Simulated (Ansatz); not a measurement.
Take PbTe in the zinc blende structure (space group F-43m, No. 216; a = 7.284 Å; a hypothetical phase, not in the database extracts checked) as the base.

Levels (all Ansatz, an electronic-structure program, PAW): r2SCAN (500 eV, scalar-relativistic without spin-orbit coupling); HSE06 (420 eV, without spin-orbit coupling).

The geometry is relaxed with r2SCAN.

```
Property           Value
---------------  -------
r2SCAN band gap  0.75 eV
```

With HSE06 at the same geometry, the band gap goes up by 0.22 eV (0.75 eV → 0.97 eV).

Single points use the geometry relaxed with r2SCAN. HSE06 gaps are upper bounds (no full band path). With Pb and Te present, leaving out spin-orbit coupling can change the band edges. No phonon test of stability was made.
